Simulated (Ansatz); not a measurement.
Take NaCl in the rock salt structure (space group Fm-3m, No. 225; a = 5.6015 Å) as the base. Axes: x, y, z lie along the cube axes.

Structures relaxed with Ansatz (an electronic-structure program), PBEsol, PAW, cutoff 420 eV, scalar-relativistic without spin-orbit coupling.

Base:

Simulated powder pattern, Cu Kα1, λ = 1.54056 Å (kinematic, ideal powder, no thermal factors, no anomalous dispersion; the 8 strongest lines at most, above 2 %, up to 2θ = 90°):

```
2θ (°)  I/Imax (%)    hkl
------  ----------  -----
27.56          8.1  (111)
31.93          100  (200)
45.78           66  (220)
56.90           21  (222)
66.74          9.3  (400)
75.90           25  (420)
84.70           18  (422)
```

After one change:

Simulated powder pattern, Cu Kα1, λ = 1.54056 Å (kinematic, ideal powder, no thermal factors, no anomalous dispersion; the 8 strongest lines at most, above 2 %, up to 2θ = 90°):

| 2θ (°) | I/Imax (%) |
|---|---|
| 31.93 | 100 |
| 45.64 | 11 |
| 45.78 | 44 |
| 45.92 | 11 |
| 56.78 | 11 |
| 57.02 | 10 |
| 66.74 | 9.3 |
| 75.90 | 16 |

Name the change that was made.
(A) tensor shear ε_xy = +1.14 %
(B) tensor shear ε_xy = +0.29 %
(C) tensor shear ε_xy = +0.57 %
(D) tensor shear ε_xy = +1.43 %

B, tensor shear ε_xy = +0.29 %. Its volume per atom is 21.97 Å³ against 21.97 Å³, and its space group is Immm (No. 71).

The cells carry an imposed strain or load. No phonon test of stability was made.
